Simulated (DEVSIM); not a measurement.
Device: isotype n-n heterojunction Al0.4Ga0.6N/GaN, at 300 K.

Layer 1 from the left is Al0.4Ga0.6N, thickness (μm) 0.430, Nd (cm⁻³) 1.5e17, τn (s) 8.3e-9, τp (s) 8.3e-9. Layer 2 from the left is GaN, thickness (μm) 0.520, Nd (cm⁻³) 1.2e17, τn (s) 8.3e-9, τp (s) 8.3e-9.

Left contact: ohmic. Right contact: ohmic. Voltage is applied to the left contact. Recombination: SRH at mid-gap, Auger. Mobility is μmin + (μ − μmin)/(1 + (N/Nref)^α).

This is a model device: material constants are rounded textbook-type values typed into the input, and sizes, dopings and lifetimes were drawn at random. Values at 300 K.

Al0.4Ga0.6N: gap (eV) 4.258, affinity (eV) 3.52, permittivity 9.26, Nc (cm⁻³) 2.3e18, Nv (cm⁻³) 4.6e19, μn (cm²/Vs) 336, μp (cm²/Vs) 30, μn,min 55, μp,min 3, Nref,n 2e17, Nref,p 3e17, αn 1, αp 2, Cn (cm⁶/s) 1e-30, Cp (cm⁶/s) 1e-30. GaN: gap (eV) 3.43, affinity (eV) 4.1, permittivity 9.5, Nc (cm⁻³) 2.3e18, Nv (cm⁻³) 4.6e19, μn (cm²/Vs) 1200, μp (cm²/Vs) 100, μn,min 55, μp,min 3, Nref,n 2e17, Nref,p 3e17, αn 1, αp 2, Cn (cm⁶/s) 1e-30, Cp (cm⁶/s) 1e-30.

DEVSIM, 1D drift-diffusion, Boltzmann statistics, complete ionisation; no tunnelling, impact ionisation, image-force lowering or self-heating. Band offsets follow the typed affinities; no thermionic-emission limit at abrupt steps, no polarisation charge.

What does the simulation give for the potential step across the device at zero bias?

potential step across the device at zero bias 0.586 V.
